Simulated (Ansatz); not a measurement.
Start from InSe in the beta-GaS type structure (space group P6_3/mmc, No. 194; layered, stacked along the Cartesian z axis).

```xyz
8
Lattice="4.0162 0.0000 0.0000 -2.0081 3.4782 0.0000 0.0000 0.0000 16.9265" Properties=species:S:1:pos:R:3 pbc="T T T"
In     0.0000     2.3188    11.3018
In     2.0081     1.1594     2.8386
In     2.0081     1.1594     5.6247
In     0.0000     2.3188    14.0879
Se     0.0000     2.3188     1.5695
Se     2.0081     1.1594    10.0327
Se     2.0081     1.1594    15.3570
Se     0.0000     2.3188     6.8938
```

Levels (all Ansatz, a program for electronic structure, PAW, earlier PAW set): r2SCAN+rVV10 (500 eV, without spin-orbit coupling); HSE06 (420 eV, scalar-relativistic without spin-orbit coupling).

The geometry is relaxed with r2SCAN+rVV10.

* **r2SCAN+rVV10 band gap**: 0.85 eV

With HSE06 at the same geometry, the band gap goes up by 0.35 eV to 1.20 eV.

Single points use the geometry relaxed with r2SCAN+rVV10. Whether these cells are dynamically stable was not tested.
